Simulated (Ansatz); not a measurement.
The parent structure is Rh in the fcc (Cu type) structure (space group Fm-3m, No. 225).

Space group Fm-3m (No. 225); a = b = c = 3.8301 Å, α = β = γ = 90.00°

```json
[
 {"atom": "Rh", "site": "4a", "symmetry": "m-3m", "x": "0.0000", "y": "0.0000", "z": "0.0000"}
]
```
(The calculation used a cell of 1 atom; values per cell refer to that cell.)

The values are results of PBE/PAW in Ansatz (a first-principles code), no spin-orbit coupling, not measurements.

One change was made to it. Results:

The shortest interatomic distance decreases by 0.032 Å (2.708 Å → 2.676 Å); the density goes up by 0.44 g/cm³ to 12.61 g/cm³.

Q: Which change produced these results?
A. pressure 10 GPa
B. pressure −1 GPa
C. pressure 3 GPa
D. pressure 0.3 GPa
E. pressure 1.5 GPa

A: A, pressure 10 GPa. For comparison, the shortest interatomic distance in the other runs: pressure 0.3 GPa gives 2.707 Å; pressure 3 GPa gives 2.698 Å; pressure 1.5 GPa gives 2.703 Å; pressure −1 GPa gives 2.712 Å.

Load acts through the strain it causes; cell and atoms are relaxed under it. No phonon test of stability was made. Competing high-pressure phases were not computed. All final runs are without spin polarisation.
